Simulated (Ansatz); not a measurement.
**How the lattice parameter a of IrC (model structure, F-43m, No. 216, 2 atoms in the cell) moves with the method**

No measured value is used here.

```tsv
level (code)	value (Å)
LDA (Ansatz)	4.555
PBE (Ansatz)	4.621
PBEsol (Ansatz)	4.580
PBE-D3(BJ) (Ansatz)	4.594
r²SCAN (Ansatz)	4.600
```

Density-functional levels without +SOC have no spin–orbit coupling. LDA, PBE, PBEsol, PBE-D3(BJ), r²SCAN: the run has no spin polarisation, so it can have missed a magnetic state. Cutoffs differ between the levels. Ansatz's density-functional and Hartree–Fock values are scalar-relativistic unless marked +SOC, with PAW data made under PBE.

A model structure was made by putting elements into a prototype or built by hand; it is no filed structure, need not be a known phase, and can be a saddle point held by its symmetry.

Ansatz is a quantum-chemistry and plane-wave program.
